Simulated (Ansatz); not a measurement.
Structures of equal composition on the (0001) surface of 4H silicon carbide (Si plane on top): (√3x√3)R30° Al adatom at H3; (√3x√3)R30° Al adatom at T4. The slabs share one bottom face, and each structure is named by its start. These are constructed structures in small cells; real faces may alloy, dewet or reconstruct in larger ones, and not all known structures of the face are among them. Slabs of about 10 Å with all that they carry, Fermi-Dirac smearing of 0.025 eV. Bottom of the slabs: H caps. Relaxed from the named starts with such symmetry as they have, on meshes of like density; energies extrapolated to zero smearing; no spin-orbit coupling, no U. Spin-polarised runs, if any, are marked in brackets, and their order is one that fits the cell; the others ran without spin. Where a second, spin-polarised start was run, the lower counts.

Host crystal: 4H silicon carbide, with a band gap (PBE, scalar-relativistic without spin-orbit coupling).

Level of theory: PBE (plane waves to 420 eV, PAW; Ansatz, an electronic-structure program).

Question: Rank these by energy per 1x1 cell (lowest first), as PBE gives it.

Answer: (√3x√3)R30° Al adatom at T4 (0.000 eV, gap 1.80 eV on the mesh), (√3x√3)R30° Al adatom at H3 (0.206 eV, gap 1.33 eV on the mesh)
